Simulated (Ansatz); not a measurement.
AlAs in the zinc blende structure; conventional cell a = 5.6288 Å, b = 5.6288 Å, c = 5.6288 Å, α = 90.00°, β = 90.00°, γ = 90.00°.

Dynamical quadrupoles are not included in the interpolation of the phonons between the solved wave vectors.

Problem. What linear thermal expansion coefficient does quasi-harmonic lattice dynamics on Ansatz (a quantum-chemistry and plane-wave program), LDA functional, plane-wave PAW give at 600 K, and what isobaric heat capacity per mole of formula units and Grüneisen parameter?

Solution. α = 5.3 × 10⁻⁶ K⁻¹; C_P = 48.6 J/(mol K); γ = 0.62. Whether this phase is the stable one at each condition was not tested.

The PAW data sets were generated under PBE and serve the other functionals too.
